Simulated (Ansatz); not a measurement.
# How the bulk modulus B0 of BeS (model structure, started from the CdTe type, P6₄22, No. 181, 6 atoms in the cell) moves with the method

No measured value is used here.

```tsv
level (code)	value (GPa)	cell (Å³/atom)
LDA (Ansatz)	110	12.80
PBE (Ansatz)	99.8	13.44
PBEsol (Ansatz)	105	13.10
r²SCAN (Ansatz)	104	13.46
```

LDA, PBE, PBEsol, r²SCAN: the bulk modulus is −V dP/dV from two relaxed cells at ±2 % in volume. Each level is taken at its own relaxed cell. Cutoffs differ between the levels. Ansatz's density-functional and Hartree–Fock values are scalar-relativistic unless marked +SOC, with PAW data made under PBE.

A model structure was made by putting elements into a prototype or built by hand; it is no filed structure, need not be a known phase, and can be a saddle point held by its symmetry.

Ansatz is a first-principles code.
